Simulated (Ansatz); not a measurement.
Defect: interstitial O in polar orthorhombic HfO2, charge state -2. Calculation: PBE, PAW (plane waves to 420 eV; Ansatz, a program for electronic structure).

96-site cell at the relaxed PBE lattice, the Γ point alone, smearing 0.01 eV, spin-restricted, no finite-size correction. No zero-point or tunnelling terms. Spin-orbit coupling is left out. The host's phase is taken as given; its stability against other phases was not computed. The charge state is imposed; whether it is stable for some Fermi level was not computed. Sites that were not tried may lie lower.

Barriers: single points on a 2×2×2 k-point mesh shifted by half a step at the bands' geometries.

Relaxed starting cell (atoms counted from 1):

```
Hf32O65
1.0
   10.58774     0.00000     0.00000
    0.00000    10.13816     0.00000
    0.00000     0.00000    10.20243
Hf O
32 65
Direct
  0.26605   0.36683   0.12604
  0.26464   0.35741   0.62887
  0.26954   0.86706   0.12476
  0.26377   0.88733   0.63833
  0.76645   0.36673   0.13029
  0.76486   0.36492   0.62611
  0.77015   0.86668   0.13600
  0.76256   0.86751   0.63068
  0.48119   0.36643   0.37686
  0.48373   0.36862   0.88063
  0.48079   0.86561   0.37882
  0.48688   0.86409   0.88098
  0.98498   0.36170   0.37665
  0.98192   0.37120   0.87963
  0.99833   0.87683   0.39093
  0.97965   0.86570   0.88242
  0.22919   0.12560   0.36970
  0.23032   0.13222   0.87305
  0.23207   0.63062   0.38453
  0.23324   0.63680   0.87600
  0.73475   0.13239   0.37790
  0.73228   0.13267   0.87955
  0.73625   0.63391   0.38147
  0.73314   0.63412   0.87916
  0.01722   0.13318   0.11756
  0.02086   0.13221   0.64191
  0.01893   0.63458   0.13273
  0.00905   0.62732   0.63271
  0.51552   0.13079   0.12970
  0.51609   0.13628   0.62782
  0.51724   0.63237   0.13068
  0.51101   0.63302   0.62803
  0.43480   0.46470   0.05954
  0.43055   0.46545   0.55537
  0.44162   0.96086   0.06007
  0.43108   0.96972   0.55844
  0.93300   0.46801   0.06019
  0.93139   0.46310   0.55450
  0.93026   0.96311   0.06102
  0.93497   0.96575   0.57238
  0.31685   0.46508   0.30696
  0.31691   0.46858   0.80827
  0.32844   0.97206   0.29094
  0.31867   0.95416   0.83432
  0.81740   0.46531   0.30862
  0.81747   0.46840   0.80396
  0.82014   0.96504   0.31595
  0.81069   0.96290   0.81144
  0.06207   0.03709   0.28660
  0.04706   0.04763   0.83859
  0.06831   0.52799   0.30373
  0.06397   0.54404   0.81531
  0.56964   0.03302   0.30967
  0.56516   0.03452   0.80658
  0.56845   0.53258   0.30761
  0.56649   0.53532   0.80735
  0.18644   0.03578   0.05776
  0.20986   0.08296   0.67332
  0.18564   0.53639   0.05656
  0.18097   0.52198   0.56082
  0.68615   0.03443   0.06084
  0.68263   0.03570   0.55845
  0.68304   0.53167   0.05600
  0.68145   0.53394   0.55823
  0.13557   0.26869   0.25097
  0.12398   0.29097   0.75753
  0.14307   0.76870   0.25506
  0.13000   0.77887   0.75069
  0.63577   0.26811   0.25391
  0.63634   0.26954   0.75437
  0.63736   0.76754   0.25718
  0.63311   0.76790   0.75441
  0.11708   0.27358   0.00215
  0.11333   0.25410   0.50138
  0.11546   0.77065   0.00397
  0.09741   0.73666   0.49779
  0.61390   0.26671   0.00416
  0.61348   0.27031   0.50389
  0.61764   0.76686   0.00681
  0.60928   0.76831   0.50556
  0.36481   0.23044   0.00059
  0.36349   0.22717   0.49821
  0.36800   0.72665   0.00418
  0.35859   0.73613   0.50401
  0.86330   0.23487   0.00094
  0.86269   0.23137   0.50122
  0.86486   0.73046   0.00664
  0.85681   0.73482   0.50853
  0.38652   0.23316   0.24961
  0.39053   0.23771   0.75337
  0.38851   0.73002   0.25452
  0.38339   0.73248   0.75240
  0.88597   0.23112   0.24970
  0.88247   0.23179   0.75218
  0.89083   0.73215   0.25827
  0.88038   0.73064   0.75637
  0.16479   0.96772   0.48097
```
Cell charge -2.

End state 1 differs by these moves (Å; atoms that move under 0.15 Å are left out):

| atom | element | Δx | Δy | Δz |
|---|---|---|---|---|
| 4 | Hf | 0.07 | -0.14 | -0.19 |
| 15 | Hf | -0.16 | -0.08 | -0.12 |
| 18 | Hf | 0.05 | -0.20 | 0.15 |
| 30 | Hf | -0.16 | -0.14 | 0.13 |
| 35 | O | 0.11 | -0.09 | 0.29 |
| 36 | O | 0.06 | -0.07 | -0.22 |
| 43 | O | -0.17 | -0.09 | 0.17 |
| 44 | O | -0.31 | -0.38 | 0.91 |
| 49 | O | -0.05 | 0.02 | 0.24 |
| 50 | O | 0.22 | -0.18 | -0.31 |
| 52 | O | 0.05 | -0.10 | -0.10 |
| 54 | O | -0.01 | -0.01 | 0.16 |
| 57 | O | -0.06 | 0.10 | 0.27 |
| 58 | O | 1.32 | -0.52 | 0.59 |
| 66 | O | 0.18 | -0.28 | -0.04 |
| 74 | O | -0.03 | 0.16 | 0.03 |
| 76 | O | 0.16 | 0.30 | 0.02 |
| 83 | O | 0.08 | -0.18 | 0.03 |
| 90 | O | 0.12 | 0.25 | -0.06 |
| 97 | O | 0.06 | 0.60 | 0.61 |

**Question.** Predict the forward and backward barriers to end state 1 from PBE, PAW.

**Answer.** forward 0.48 eV, backward 0.48 eV; at the saddle point atom 58 has neighbours 2 Hf at 2.03; O at 2.40, O at 2.50, O at 2.52, O at 2.53, O at 2.57 Å. The saddle point's order was not checked.

End state 2 differs by these moves (Å; atoms that move under 0.08 Å are left out):

```json
[
 {"atom": "4", "element": "Hf", "Δx": "-0.13", "Δy": "-0.12", "Δz": "0.02"},
 {"atom": "7", "element": "Hf", "Δx": "-0.08", "Δy": "-0.04", "Δz": "-0.05"},
 {"atom": "14", "element": "Hf", "Δx": "0.03", "Δy": "-0.15", "Δz": "-0.01"},
 {"atom": "15", "element": "Hf", "Δx": "-0.19", "Δy": "-0.11", "Δz": "-0.17"},
 {"atom": "16", "element": "Hf", "Δx": "0.06", "Δy": "0.21", "Δz": "0.06"},
 {"atom": "18", "element": "Hf", "Δx": "-0.02", "Δy": "-0.01", "Δz": "0.19"},
 {"atom": "20", "element": "Hf", "Δx": "0.08", "Δy": "-0.11", "Δz": "0.07"},
 {"atom": "26", "element": "Hf", "Δx": "-0.01", "Δy": "-0.08", "Δz": "-0.23"},
 {"atom": "28", "element": "Hf", "Δx": "0.09", "Δy": "0.02", "Δz": "0.02"},
 {"atom": "36", "element": "O", "Δx": "-0.02", "Δy": "-0.06", "Δz": "0.07"},
 {"atom": "39", "element": "O", "Δx": "0.01", "Δy": "-0.10", "Δz": "0.23"},
 {"atom": "40", "element": "O", "Δx": "-0.15", "Δy": "0.05", "Δz": "-0.32"},
 {"atom": "43", "element": "O", "Δx": "-0.10", "Δy": "-0.10", "Δz": "0.20"},
 {"atom": "44", "element": "O", "Δx": "-0.04", "Δy": "0.11", "Δz": "-0.13"},
 {"atom": "47", "element": "O", "Δx": "-0.13", "Δy": "-0.05", "Δz": "-0.06"},
 {"atom": "48", "element": "O", "Δx": "0.08", "Δy": "0.06", "Δz": "-0.03"},
 {"atom": "49", "element": "O", "Δx": "0.01", "Δy": "-0.02", "Δz": "0.21"},
 {"atom": "50", "element": "O", "Δx": "-0.08", "Δy": "0.35", "Δz": "0.86"},
 {"atom": "51", "element": "O", "Δx": "-0.05", "Δy": "0.08", "Δz": "0.03"},
 {"atom": "52", "element": "O", "Δx": "0.05", "Δy": "-0.23", "Δz": "-0.05"},
 {"atom": "57", "element": "O", "Δx": "0.17", "Δy": "0.11", "Δz": "0.31"},
 {"atom": "58", "element": "O", "Δx": "-1.33", "Δy": "-1.18", "Δz": "0.58"},
 {"atom": "59", "element": "O", "Δx": "0.00", "Δy": "0.07", "Δz": "0.09"},
 {"atom": "60", "element": "O", "Δx": "0.00", "Δy": "0.05", "Δz": "-0.08"},
 {"atom": "66", "element": "O", "Δx": "0.13", "Δy": "-0.38", "Δz": "-0.07"},
 {"atom": "67", "element": "O", "Δx": "-0.10", "Δy": "0.01", "Δz": "-0.01"},
 {"atom": "68", "element": "O", "Δx": "0.23", "Δy": "-0.44", "Δz": "-0.03"},
 {"atom": "73", "element": "O", "Δx": "0.09", "Δy": "0.17", "Δz": "0.05"},
 {"atom": "74", "element": "O", "Δx": "0.01", "Δy": "0.14", "Δz": "-0.01"},
 {"atom": "75", "element": "O", "Δx": "0.04", "Δy": "0.07", "Δz": "-0.04"},
 {"atom": "76", "element": "O", "Δx": "0.10", "Δy": "0.32", "Δz": "0.07"},
 {"atom": "88", "element": "O", "Δx": "0.04", "Δy": "-0.06", "Δz": "-0.04"},
 {"atom": "90", "element": "O", "Δx": "-0.04", "Δy": "-0.07", "Δz": "-0.03"},
 {"atom": "92", "element": "O", "Δx": "0.10", "Δy": "0.01", "Δz": "0.06"},
 {"atom": "94", "element": "O", "Δx": "0.04", "Δy": "-0.06", "Δz": "-0.04"},
 {"atom": "95", "element": "O", "Δx": "-0.10", "Δy": "-0.06", "Δz": "-0.05"},
 {"atom": "96", "element": "O", "Δx": "0.11", "Δy": "0.05", "Δz": "-0.03"},
 {"atom": "97", "element": "O", "Δx": "0.24", "Δy": "0.69", "Δz": "0.56"}
]
```

**Question.** What forward and backward barriers to end state 2 does PBE, PAW give?

**Answer.** forward 0.62 eV, backward 0.62 eV; at the saddle point atom 58 has neighbours Hf at 2.01, Hf at 2.08, Hf at 2.17; O at 2.31, 2 O at 2.37, O at 2.59 Å. The saddle point's order was not checked.
